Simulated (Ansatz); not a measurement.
# fcc Yb

All values below come from PBE (Ansatz, a first-principles code, PAW).

Run with plane-wave cutoff 520 eV, 18×18×18 k mesh, Fermi–Dirac smearing 0.05 eV, no spin polarisation, scalar-relativistic PAW data made under PBE.

Cell (relaxed at this level):

```xyz
1
Lattice="0.0000 2.6123 2.6123 2.6123 0.0000 2.6123 2.6123 2.6123 0.0000" Properties=species:S:1:pos:R:3 pbc="T T T"
Yb     0.0000     0.0000     0.0000
```

```yaml
bulk_modulus: 19.1 GPa
smallest_direct_gap_on_the_k_points_sampled: 0.07 eV (under three smearing widths, so not firm)
pressure derivative B′ of the bulk modulus: 3.3
```

Measured, for comparison: bulk modulus 16.3 GPa (temperature not stated, not corrected to a static lattice; as tabulated in doi:10.1007/BF02743909 (ytterbium under pressure), abstract). Computed (rounded) less measured: bulk modulus +17 %.

Spin–orbit coupling is not included; it can close the smallest gap of 0.03 eV.

Computed values are for the static lattice.
